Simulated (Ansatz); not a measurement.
**Ti: energy against strain**

Ti (hcp, P6_3/mmc, 16.120 Å³/atom at rest, c along z) under a strain ε along a direction in the basal plane (axis x), the other axes held. LDA in Ansatz, a plane-wave DFT program (PAW, default set), 420 eV, 23×23×13 Γ-centred mesh, Fermi-Dirac smearing 0.10 eV; ions are relaxed within the symmetry of each cell.

Here s stands for strain and y for E less E0.

| strain (%) | E less E0 (meV/atom) |
|---|---|
| -3.00 | ? |
| -1.50 | 1.88 |
| -1.00 | 0.78 |
| -0.50 | 0.15 |
| 0.00 | 0.00 |
| 0.50 | 0.30 |
| 1.00 | 1.04 |
| 1.50 | 2.21 |

### Question
Fit y against s with a parabola, and predict the withheld value at s = -3.00.

### Answer
Least squares gives y = -0.001 + 0.1186·s + 0.9095·s². Residuals (row less fit): 0.013, -0.010, -0.017, 0.001, 0.014, 0.013, -0.013; standard error 0.017 (degrees of freedom: 4). Twice the quadratic coefficient over the volume, 2 × 0.9095 meV × 10⁴ × 0.1602 / 16.120 Å³, is the elastic constant C11 = 181 ± 1.4 GPa. At the withheld row, y = -0.001 + 0.1186 × (-3.0) + 0.9095 × (-3.0)² = 7.829 meV/atom. The calculation gives 8.27 meV/atom, 0.441 meV/atom above the prediction (5.3 % of the range of y in the table). The row lies outside the fitted rows, so this is an extrapolation. From the scatter of the fitted rows alone, a prediction at this place has a standard error of 0.063 meV/atom, so the miss is 7.0 times that.

One order more, fitted to all 13 runs of the series, follows each within 0.01, so the miss is the next term of a smooth law. In a metal these values are sensitive to mesh and smearing; energies are taken to zero smearing, stresses follow the free energy. Rows are the converged runs of the series near zero and its far end; series whose fitted rows scatter by over a few per cent of the range, as at a crossing or softening among them, aren't shown in this form. Most that stay on the fit to the last digits aren't either.
